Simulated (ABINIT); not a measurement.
ABINIT is run on HfH3 (Pm-3m, 4 atoms in the cell), and the run fails. The aim is a self-consistent single point with DFT, LDA (PW92), plane waves, PAW (JTH v2.0 LDA PAW).

This input was run:

```
# HfH3, JTH v2.0 LDA PAW
pp_dirpath "./"
pseudos "Hf.LDA_PW-JTH.xml, H.LDA_PW-JTH.xml"
acell 3*1.0
rprim
         5.8289547177    0.0000000000    0.0000000000
         0.0000000000    5.8289547177    0.0000000000
         0.0000000000    0.0000000000    5.8289547177
natom 4
ntypat 2
znucl 72 1
typat 1 2 2
xred
         0.0000000000    0.0000000000    0.0000000000
         0.0000000000    0.5000000000    0.5000000000
         0.5000000000    0.0000000000    0.5000000000
         0.5000000000    0.5000000000    0.0000000000
ecut 30 Ha
pawecutdg 60 Ha
occopt 3
tsmear 0.00367493
nband 13
kptopt 1
ngkpt 12 12 12
nshiftk 1
shiftk 0 0 0
nstep 100
tolvrs 1.0e-12
prtwf 0
prtden 0
prtvol 1
```

Log, with long lists cut:

```
 Netcdf library supports MPI-IO
-instrng: 31 lines of input have been read from file run.abi

 For atom type 1, psp file is ./Hf.LDA_PW-JTH.xml
 For atom type 2, psp file is ./H.LDA_PW-JTH.xml

 inpspheads: deduce mpsang = 3, n1xccc = 1.

=======================================================
 invars1m : enter jdtset= 0

--- !WARNING
src_file: m_parser.F90
src_line: 353
message: |
    Attempted to read ndig: 4 integer digits
    from string(1:ndig)= `XRED` to initialize an integer variable
    iomsg: Bad integer for item 1 in list input
...

--- !ERROR
src_file: m_parser.F90
src_line: 2071
mpi_rank: 0
message: |
    An error occurred reading data for keyword ` TYPAT`,
    looking for 4 elements.
    There is a problem with the input string:
     XRED 0.0000000000 0.0000000000 0.0000000000 0.0000000000 0.5000000000 0.5000000000 0.5000000000 0.0000000000 0.5000000000 0.5000000000 0.5000000000 0.0000000000 ECUT 30 HA PAWECUTDG 60 HA OCCOPT 3 TSMEAR 0.00367493 NBAND 13 KPTOPT 1 NGKPT 12 12 [...]
    Maybe a disagreement between the declared dimension of the array,
    and the number of items provided.
    Action: correct your input file and especially the keyword:  TYPAT
...

 abinit_abort: decision taken to exit. Check above messages for more info
Abort(13) on node 0 (rank 0 in comm 0): application called MPI_Abort(MPI_COMM_WORLD, 13) - process 0

--- !ERROR
src_file: m_parser.F90
src_line: 2071
mpi_rank: 0
message: |
    An error occurred reading data for keyword ` TYPAT`,
    looking for 4 elements.
    There is a problem with the input string:
     XRED 0.0000000000 0.0000000000 0.0000000000 0.0000000000 0.5000000000 0.5000000000 0.5000000000 0.0000000000 0.5000000000 0.5000000000 0.5000000000 0.0000000000 ECUT 30 HA PAWECUTDG 60 HA OCCOPT 3 TSMEAR 0.00367493 NBAND 13 KPTOPT 1 NGKPT 12 12 [...]
    Maybe a disagreement between the declared dimension of the array,
    and the number of items provided.
    Action: correct your input file and especially the keyword:  TYPAT
...
```

### Question
Read the log: what does the program object to, and what is the fix?

### Answer
The fault is a list of atom types shorter than the atom count. Every atom needs a type. To fix it, complete the list. The program stopped before any SCF iteration.

An input that runs soundly differs in these lines (not the only fix; some lines may just follow from the change or write a value another way):
```diff
-typat 1 2 2
+typat 1 2 2 2
```

With that input, the run converged in 14 iterations: free energy E − TS -1416.44 eV; Fermi level (on the code's own zero) 0.01 eV; pressure -7.35 GPa (DFT, LDA (PW92), plane waves, PAW (JTH v2.0 LDA PAW)).

On the sound input: the starting cell comes from a database of computed structures (which also holds hypothetical and non-ambient phases and stackings), without a prior relaxation at this level. With a pressure of about -7 GPa the cell is away from its equilibrium volume at this level.

These are the values that this program gave, and no reference: the one-centre exchange-correlation terms come from a truncated expansion.
